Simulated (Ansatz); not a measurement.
## What isotropic strain −1.50 % does to Hf

Take Hf in the hcp (Mg type) structure (space group P6_3/mmc, No. 194; a = 3.204 Å, c = 5.073 Å; relaxed with 0.1 eV smearing) as the base.

It is then changed as follows: every lattice vector is shortened by 1.50 %, atoms relaxed at fixed cell.

The values are results of Ansatz (a first-principles code) PBE, no spin-orbit coupling, not measurements. k-mesh 21×21×12 (Γ-centred); smearing 0.1 eV (Fermi–Dirac).

- Volume per atom: 21.55 Å³ (base 22.55 Å³)
- Space group: P6_3/mmc (No. 194) (base P6_3/mmc (No. 194))
- Shortest interatomic distance: 3.092 Å (base 3.139 Å)
- Energy relative to the base (free energy F): +16 meV/atom
- Band gap: zero (base zero)

Stability against distortions was not tested. All final runs are without spin polarisation.
